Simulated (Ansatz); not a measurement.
The parent structure is CuI in the zinc blende structure (space group F-43m, No. 216).

```yaml
crystal:
  lattice:
    - [0.00000, 2.93094, 2.93094]
    - [2.93094, 0.00000, 2.93094]
    - [2.93094, 2.93094, 0.00000]
  atoms:
    - { symbol: Cu, position: [0.00000, 0.00000, 0.00000] }
    - { symbol: I, position: [0.25000, 0.25000, 0.25000] }
```

Calculations: LDA, PAW, 420 eV (Ansatz, a program for electronic structure; no SOC).

Before the change:

| Item | Value |
|---|---|
| Density | 6.28 g/cm³ |
| Valley order | Γ 1.22 eV; L along ⟨111⟩ 2.12 eV; X along ⟨100⟩ 2.41 eV |

Perturbation: a hydrostatic pressure of 4.5 GPa.

Q: How does this affect the density and valley order?

A: The density rises by 0.43 g/cm³ (6.28 g/cm³ → 6.71 g/cm³); the valley order (the lowest conduction-band minima on the path, energy above the VBM, named in the base's zone) goes from Γ 1.22 eV; L along ⟨111⟩ 2.12 eV; X along ⟨100⟩ 2.41 eV to Γ 1.43 eV; L along ⟨111⟩ 2.17 eV; X along ⟨100⟩ 2.26 eV.

With I present, leaving out spin-orbit coupling can change the band edges. The levels and masses belong to the bands next to the band gap. Load acts through the strain it causes; cell and atoms are relaxed under it. Whether these cells are dynamically stable was not tested. Tetrahedral semiconductors of this kind turn to denser phases somewhere between about 1 and 50 GPa; those were not computed, so compressed cells here can lie past the real transition. All final runs are without spin polarisation.
